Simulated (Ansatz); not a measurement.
Consider PbSe in the rock salt structure (space group Fm-3m, No. 225; a = 6.178 Å).

Calculations: r2SCAN (Ansatz, an electronic-structure program), no SOC.

One change was made to it. Results:

```csv
quantity,base,after
band gap,0.67 eV,zero
lattice parameter a,6.178 Å,5.148 Å
```

**Question.** Which change produced these results?
A. Pb → Os
B. Se → Te
C. Pb → C

**Answer.** A, Pb → Os. For comparison, the lattice parameter a in the other runs: Pb → C gives 4.588 Å; Se → Te gives 6.534 Å.

The magnetic state is the one reached from the starting moments; the real material's order can differ, and small cells can't hold many antiferromagnetic ones. Spin-orbit coupling, missing from the scalar runs, can matter with Pb and Te. Whether these cells are dynamically stable was not tested. As relaxed here, OsSe and SeC are hypothetical phases, not in the database extracts checked. Spin-polarised in the final run: OsSe; the other runs are not.
